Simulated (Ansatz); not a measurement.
## SrCl2: energy against volume

SrCl2 (fluorite, Fm-3m, 27.469 Å³/atom and stress up to 0.01 GPa in the relaxed cell, cube axes along x, y and z) under an equal strain ε along all three axes. PBEsol in Ansatz, a plane-wave DFT program (PAW, default set), 420 eV, 8×8×8 Γ-centred mesh, Fermi-Dirac smearing 0.05 eV; ions are relaxed, or left where forces stay under 0.02 eV/Å, within the symmetry of each cell.

Here V stands for volume and E for E less E0.

| volume (Å³/atom) | E less E0 (meV/atom) | pressure (GPa) |
|---|---|---|
| 25.8538 | 12.66 | 2.65 |
| 26.2516 | 7.00 | 1.92 |
| 26.6534 | 3.06 | 1.23 |
| 27.0592 | 0.75 | 0.60 |
| 27.4692 | 0.00 | 0.00 |
| 27.8833 | 0.72 | -0.55 |
| 28.3016 | 2.83 | -1.06 |
| 28.7240 | 6.26 | -1.54 |
| 29.1506 | 10.94 | -1.97 |
| 30.0164 | ? | ? |

Problem. Using the third-order Birch-Murnaghan form, a cubic in V^(-2/3), estimate the missing E at V = 30.0164 from the other rows, showing the fit.

Solution. With u = V^(-2/3) - 0.1099, the rows have u = 0.0044713, 0.0033130, 0.0021723, 0.0010490, -0.0000578, -0.0011480, -0.0022222, -0.0032805, -0.0043232. Least squares gives E = 0.004 + 74.8·u + 609334·u² + 1582496·u³. Residuals (row less fit): -0.002, 0.003, 0.002, -0.005, -0.002, 0.001, 0.001, 0.000, -0.001; standard error 0.003 (degrees of freedom: 5). Its minimum lies at u = -0.0000614, so V0 = (0.1098386)^(-3/2) = 27.47. There d²E/du² = 1218000 and d³E/du³ = 9495000, so B0 = (4/9) × 27.47^(-7/3) × 1218000 × 0.160218 = 38.1 GPa (the last factor turns the table's units into GPa), and B0' = 4 + (2/3) × 0.1098386 × (9495000)/1218000 = 4.6. B0' rests on the cubic coefficient alone and has a standard error of 0.1 from these residuals. At the withheld row, u = -0.0063633, so E = 0.004 + 74.8 × (-0.0063633) + 609334 × (-0.0063633)² + 1582496 × (-0.0063633)³ = 23.793 meV/atom. The calculation gives 23.79 meV/atom, which the fit meets to the printed digits. The row lies outside the fitted rows, so this is an extrapolation. The scatter of the fitted rows lies at the last printed digit.

Other structures, which can take over under pressure, weren't tried. The same form fitted to the pressure column gives B0' = 4.6; series where the two differ by over 0.4 aren't shown. Rows are the converged runs of the series near zero and its far end, less any whose ions stayed unrelaxed beside relaxed ones; series whose fitted rows scatter by over a few per cent of the range, as at a crossing or softening among them, aren't shown in this form.
